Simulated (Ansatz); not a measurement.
**A computed series for BP: response to strain**

The reference is BP in the zinc blende structure (space group F-43m, No. 216).

```
CELL_PARAMETERS angstrom
      0.00000     2.26010     2.26010
      2.26010     0.00000     2.26010
      2.26010     2.26010     0.00000
ATOMIC_POSITIONS crystal
  B  0.00000 0.00000 0.00000
  P  0.25000 0.25000 0.25000
```

Cartesian axes are those of the cell as printed.

Strains are applied to the cell and any free atomic positions relax; under biaxial strain the out-of-plane vector relaxes too.

Computed with DFT with PBEsol, PAW potentials and a 420 eV plane-wave cutoff in Ansatz (an electronic-structure program), no spin-orbit coupling.

Candidates:
(a) biaxial strain −2.00 %, plane normal [001], relaxed out of plane
(b) biaxial strain +3.00 %, plane normal [001], relaxed out of plane
(c) biaxial strain −1.00 %, plane normal [001], relaxed out of plane

**Question.** Order them by out-of-plane strain, highest first.

**Answer.** (a) biaxial strain −2.00 %, plane normal [001], relaxed out of plane (+0.93 %), (c) biaxial strain −1.00 %, plane normal [001], relaxed out of plane (+0.47 %), (b) biaxial strain +3.00 %, plane normal [001], relaxed out of plane (-1.41 %)

Stability against distortions was not tested.
